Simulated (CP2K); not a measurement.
Band structure of BPO4 (I-4, 6 atoms in the cell).

```yaml
crystal:
  lattice:
    - [4.44053, 0.00000, 0.00000]
    - [0.35372, 4.42642, 0.00000]
    - [-2.39712, -2.21321, 3.01228]
  atoms:
    - { symbol: B, position: [0.25000, 0.75000, 0.50000] }
    - { symbol: P, position: [0.00000, 0.00000, 0.00000] }
    - { symbol: O, position: [0.26534, 0.38482, 0.39680] }
    - { symbol: O, position: [0.61518, 0.01198, 0.88052] }
    - { symbol: O, position: [0.98802, 0.86854, 0.60320] }
    - { symbol: O, position: [0.13146, 0.73466, 0.11948] }
```

Computed with PBEsol, GPW, DZVP-MOLOPT-SR-GTH basis, GTH-PBE potentials (GTH_POTENTIALS) (CP2K).

Settings: CUTOFF = 450 Ry; REL_CUTOFF = 50 Ry; KPOINTS/SCHEME = MONKHORST-PACK 6 6 6; GAMMA_CENTERED = T; XC_FUNCTIONAL = PBE:PBESOL; B/BASIS_SET = DZVP-MOLOPT-SR-GTH; B/POTENTIAL = GTH-PBE-q3; P/BASIS_SET = DZVP-MOLOPT-SR-GTH; P/POTENTIAL = GTH-PBE-q5; O/BASIS_SET = DZVP-MOLOPT-SR-GTH; O/POTENTIAL = GTH-PBE-q6; METHOD = GPW; EPS_DEFAULT = 1e-10; EXTRAPOLATION = USE_GUESS.

The starting cell comes from a database of computed structures (which also holds hypothetical and non-ambient phases and stackings), without a prior relaxation at this level. Its lattice was rescaled by a random factor within 2.5 % of one. Values carry the incompleteness of an atom-centred basis. The potentials were made for another functional than the one used.

Predict the gap along the standard path and the places of the band edges.

The gap along the path is 8.47 eV, from Z to Γ; the smallest direct gap on it is 8.69 eV.

Levels in eV from the top of the valence band on the SCF mesh, bands 13 to 17:
```json
[
 {"point": "Γ", "13": "-1.37", "14": "-1.23", "15": "-0.22", "16": "-0.22", "17": "8.47"},
 {"point": "X", "13": "-1.10", "14": "-0.60", "15": "-0.14", "16": "-0.11", "17": "10.31"},
 {"point": "Y", "13": "-1.18", "14": "-0.80", "15": "-0.34", "16": "-0.17", "17": "9.95"},
 {"point": "S", "13": "-1.50", "14": "-1.32", "15": "-0.27", "16": "-0.15", "17": "9.57"},
 {"point": "Z", "13": "-2.31", "14": "-2.07", "15": "0.00", "16": "0.00", "17": "10.01"},
 {"point": "S1", "13": "-1.50", "14": "-1.32", "15": "-0.27", "16": "-0.15", "17": "9.57"},
 {"point": "N", "13": "-1.63", "14": "-0.77", "15": "-0.44", "16": "-0.01", "17": "9.53"},
 {"point": "P", "13": "-1.25", "14": "-0.61", "15": "-0.28", "16": "-0.28", "17": "10.16"},
 {"point": "Y1", "13": "-1.18", "14": "-0.80", "15": "-0.34", "16": "-0.17", "17": "9.95"}
]
```

Higher empty bands are left out: an atom-centred basis made for the valence describes them poorly.
